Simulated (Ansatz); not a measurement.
# Response to strain in CoPtO2

Base system: CoPtO₂ (space group R-3m, No. 166; a = 2.809 Å, c = 17.716 Å (hexagonal axes); non-magnetic). Axes: x lies along a and z along c of the hexagonal cell.

Strains are applied to the cell and any free atomic positions relax; under biaxial strain the out-of-plane vector relaxes too; under stress the whole cell relaxes.

All numbers come from PBEsol, PAW, 420 eV (Ansatz, a quantum-chemistry and plane-wave program; scalar-relativistic without spin-orbit coupling).

Notes on the quantities. energy relative to the base: free energy F.

| variant | energy relative to the base | space group | volume per atom |
|---|---|---|---|
| base | 0 meV/atom | R-3m (No. 166) | 10.09 Å³ |
| biaxial strain −1.99 %, plane normal [001], relaxed out of plane | +12 meV/atom | R-3m (No. 166) | 9.80 Å³ |
| biaxial strain −0.64 %, plane normal [001], relaxed out of plane | +1.2 meV/atom | R-3m (No. 166) | 9.99 Å³ |
| isotropic strain +3.49 % | +83 meV/atom | R-3m (No. 166) | 11.18 Å³ |
| isotropic strain +4.89 % | +154 meV/atom | R-3m (No. 166) | 11.64 Å³ |
| uniaxial stress, 1 GPa compression along x | +0.1 meV/atom | C2/m (No. 12) | 10.07 Å³ |
| tensor shear ε_xy = −2.30 % | +6.9 meV/atom | P-1 (No. 2) | 10.08 Å³ |
| uniaxial stress, 8 GPa compression along x | +6.4 meV/atom | C2/m (No. 12) | 9.97 Å³ |
| uniaxial stress, 8 GPa tension along x | +8.1 meV/atom | C2/m (No. 12) | 10.23 Å³ |

Without a gap, meshes like the base's 17×17×17 leave anisotropic stresses uncertain by several tenths of a GPa, and small strain energies with them. Stability under load was not tested beyond the relaxation. Starting moments died away, wholly or in part, for the base; another magnetic solution may exist. No Hubbard U is applied and the magnetic state is the run's own (CoPtO2 not spin-polarised; CoPtO2 non-magnetic); small cells can't hold the antiferromagnetic order that many such compounds have, so gaps and moments can be off. All final runs are without spin polarisation. An odd electron count without spin: CoPtO2.
